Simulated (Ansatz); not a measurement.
Consider Li in the bcc (W type) structure (space group Im-3m, No. 229; a = 3.4352 Å).

Calculations: PBE (Ansatz, a first-principles code, PAW, no SOC).

Base values:

- Volume per atom: 20.27 Å³

One thing is altered: a hydrostatic pressure of 7.5 GPa.

### Question
How does this affect the volume per atom?

### Answer
The volume per atom drops by 5.51 Å³, from 20.27 Å³ to 14.76 Å³.

Load acts through the strain it causes; cell and atoms are relaxed under it. Stability against distortions was not tested. No other phases were tried under pressure.
